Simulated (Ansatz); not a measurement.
## BeS, pressure series

The parent structure is BeS in the zinc blende structure (space group F-43m, No. 216).

```
BeS
1.0
    0.00000     2.43426     2.43426
    2.43426     0.00000     2.43426
    2.43426     2.43426     0.00000
S Be
1 1
Direct
  0.25000   0.25000   0.25000
  0.00000   0.00000   0.00000
```

Cell and atoms are relaxed at each pressure.

Calculations: Ansatz (an electronic-structure program), r2SCAN, PAW, cutoff 500 eV, spin-orbit coupling left out.

Candidates:
(a) pressure −2 GPa
(b) pressure 30 GPa
(c) pressure 4.2 GPa

For the base:

| Property | Value |
|---|---|
| Band gap | 3.59 eV |

Task: Order them by band gap, highest first.

Result: (a) pressure −2 GPa (3.63 eV), (c) pressure 4.2 GPa (3.50 eV), (b) pressure 30 GPa (3.02 eV)

Load acts through the strain it causes; cell and atoms are relaxed under it. Stability against distortions was not tested. Competing high-pressure phases were not computed.
